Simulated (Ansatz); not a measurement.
For Se (P2₁/c, No. 14, 32 atoms in the cell; start mp-542605), PBEsol (PAW; Ansatz, an electronic-structure program) gives:

| Property | Result |
|---|---|
| cohesive energy | 2.95 eV/atom |
| band gap | 1.04 eV |

Question: What does r²SCAN+rVV10 (PAW; Ansatz) give for the same quantities?

Answer: 
- cohesive energy: 2.68 eV/atom (drops by 0.27 eV/atom)
- band gap: 1.47 eV (goes up by 0.43 eV)

Changes are worked out from the printed values.

Unless a cell is named, each level is at its own relaxed cell.

Levels without +SOC have no spin–orbit coupling; where heavier elements are present it shifts gaps, mostly down, and can invert bands. Density-functional gaps are differences of (generalised) Kohn–Sham levels.

Caveats: the relaxation could not lower the start's symmetry, so the cell can be a saddle point above a distorted one (PBEsol, r²SCAN+rVV10). Ansatz's density-functional and Hartree–Fock values are scalar-relativistic unless marked +SOC, with PAW data made under PBE.

A start named mp-… is a Materials Project structure, which need not be a measured phase.
